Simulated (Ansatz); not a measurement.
A relaxation of cell and atoms of CaAlSiH (P1, 4 atoms in the cell) with Ansatz (an electronic-structure program).

Level of theory: PBEsol, PAW files made with PBE (plane waves; Ansatz).

```
CELL_PARAMETERS angstrom
      4.14328     0.00000     0.00000
     -2.07164     3.58819     0.00000
      0.00000     0.00000     4.69823
ATOMIC_POSITIONS crystal
  Ca 0.99532 0.99900 0.99846
  Al 0.66927 0.32922 0.45868
  Si 0.33190 0.66752 0.56724
  H  0.67017 0.33760 0.08232
```

Reference input (self-consistent single point, DFT, PBEsol, plane waves, PAW files made with PBE): basis.ecutwfc = 30.9 Ry; kpoints.mp_grid.grid = 8 8 6; hamiltonian.xc = pbesol; hamiltonian.pseudopotentials = {kind: paw} (the program's default PAW files); scf.occupations.method = fermi_dirac; scf.occupations.width = 0.0015 Ry. This run's input differs from it in these lines:

```diff
@@ -20,2 +20,4 @@
   occupations: { method: fermi_dirac, width: 0.0015 Ry }
+relax:
+  cell: {}
 output:
```

Log, with long lists cut:

```
   [... SCF lines of the steps left out ...]
relax step   1: F+E_penalty+E_count = -2957.06913254 eV  Δ(F+E_penalty+E_count) = +0.000e0 eV  max|allowed force component| = 2.751e-1 eV/Å  Δτ_max = 0.0000 Å  P = -1.785 GPa  Ω = 69.848 Å³  (8 SCF iters, dr2 threshold 1.00e-7 eV, accepted)
relax step   2: F+E_penalty+E_count = -2957.07993403 eV  Δ(F+E_penalty+E_count) = -1.080e-2 eV  max|allowed force component| = 1.665e-1 eV/Å  Δτ_max = 0.0677 Å  P = +0.886 GPa  Ω = 65.924 Å³  energy of the carried Pulay correction = +6.461e-4 eV  (6 [...]
   [... lines left out ...]
relax step   6: F+E_penalty+E_count = -2957.09371986 eV  Δ(F+E_penalty+E_count) = -1.878e-4 eV  max|allowed force component| = 1.866e-3 eV/Å  Δτ_max = 0.0072 Å  P = +0.003 GPa  Ω = 66.961 Å³  energy of the carried Pulay correction = +4.719e-4 eV  (5 [...]
relax step   7: F+E_penalty+E_count = -2957.09334718 eV  Δ(F+E_penalty+E_count) = +3.727e-4 eV  max|allowed force component| = 1.730e-3 eV/Å  Δτ_max = 0.0000 Å  P = -0.005 GPa  Ω = 66.961 Å³  stress off target by 1.51e-2 GPa  SCF on the basis [...]
basis re-selected at this cell: Δ(F+E_penalty+E_count) = +3.727e-4 eV, ΔP = -0.007 GPa vs the last step
Stability not checked: this state was not tested for a lower state beside it, because too few of the mixer's solves of this state at the end of the SCF gave a …
Free energy (F): -2957.093347 eV
Internal energy: -2957.093319 eV  (E = F + TS)
E sigma→0 (E₀):  -2957.093333 eV
Entropy (-TS):   -0.000029 eV (-0.007 meV/atom)
Fermi energy:    7.399067 eV
--- Forces (eV/Å), atoms counted from 1 ---
  atom   1  Ca    -0.00003557     0.00015227     0.00120475
   [... lines left out ...]
  cell:  # Å, volume = 66.9608 Å³
   [... lines left out ...]
  atoms:
    - { symbol: Ca, position: [-1.945125904762983e-6, -4.459475737535181e-6, 1.0049511579758366] }
    - { symbol: Al, position: [0.6666632319069129, 0.333314148183222, 0.4624251549896241] }
    - { symbol: Si, position: [0.33332526316028016, 0.6666406598554314, 0.5652255372631767] }
    - { symbol: H, position: [0.6666804500587111, 0.33338265143708373, 0.07409814977136239] }
```

The run converged. 

Summary of the result:
Free energy E − TS (on the zero of these files): -2957.0933 eV
Gap on the k-point mesh: 0.19 eV
Pressure: 0.00 GPa
Largest force (vector length): 0.002 eV/Å
Final cell: a = 4.124 Å, b = 4.124 Å, c = 4.546 Å, α = 90.00°, β = 90.00°, γ = 120.00°
Final volume per atom: 16.74 Å³
Relaxation steps: 7

The starting cell comes from a database of computed structures (which also holds hypothetical and non-ambient phases and stackings), without a prior relaxation at this level. Its atoms were displaced at random from the sites of space group no. 156. Ansatz's pressure includes its estimate of the finite-basis (Pulay) stress.

Cost on one core of a shared machine: roughly 2 min.

Keys are those of Ansatz 0.2.
